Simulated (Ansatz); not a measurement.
Take CdS in the zinc blende structure (space group F-43m, No. 216; a = 5.757 Å) as the base.

Calculations: LDA/PAW in Ansatz (a first-principles code), no spin-orbit coupling.

Before the change:

| Property | Value |
|---|---|
| Hole mass | 0.11, 0.71, 0.71 mₑ (at Γ) |
| Band gap | 0.95 eV |

It is then changed as follows: every lattice vector is stretched by 1.00 %, atoms relaxed at fixed cell.

Task: How does this affect the hole mass, energy relative to the base and band gap?

Result: The hole mass (degenerate bands, along [100]) goes from 0.11, 0.71, 0.71 mₑ (at Γ) to 0.10, 0.74, 0.74 mₑ (at Γ); the energy increases by 4.4 meV/atom; the band gap falls by 0.062 eV (0.95 eV → 0.88 eV).

The cells carry an imposed strain or load. Masses are band curvatures over ±0.01 Å⁻¹ around the edge. No phonon test of stability was made.
